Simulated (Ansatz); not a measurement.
# What I → Sb does to hypothetical CsCl type NaI

The parent structure is NaI in the CsCl type structure (space group Pm-3m, No. 221; a = 4.062 Å; a hypothetical phase, not in the database extracts checked).

Perturbation: every I is replaced by Sb; the structure is relaxed again.

Computed with PBE/PAW in Ansatz (an electronic-structure program), without spin-orbit coupling. Settings: 12×12×12 k-points, 0.05 eV Fermi–Dirac smearing, for the changed cell.

```csv
quantity,base,changed,shift
volume per atom,33.51 Å³,26.50 Å³,-7.01 Å³
density,3.71 g/cm³,4.53 g/cm³,+0.82 g/cm³
lattice parameter a,4.062 Å,3.756 Å,-0.306 Å
space group,Pm-3m (No. 221),Pm-3m (No. 221),–
shortest interatomic distance,3.518 Å,3.253 Å,-0.265 Å
band gap,2.28 eV,zero,–
```

Final structure:

```
CELL_PARAMETERS angstrom
      3.75647     0.00000     0.00000
      0.00000     3.75647     0.00000
      0.00000     0.00000     3.75647
ATOMIC_POSITIONS crystal
  Na 0.00000 0.00000 0.00000
  Sb 0.50000 0.50000 0.50000
```

Spin-orbit coupling, missing from the scalar runs, can matter with I. Stability against distortions was not tested. As relaxed here, NaSb is a hypothetical phase, not in the database extracts checked. All final runs are without spin polarisation.
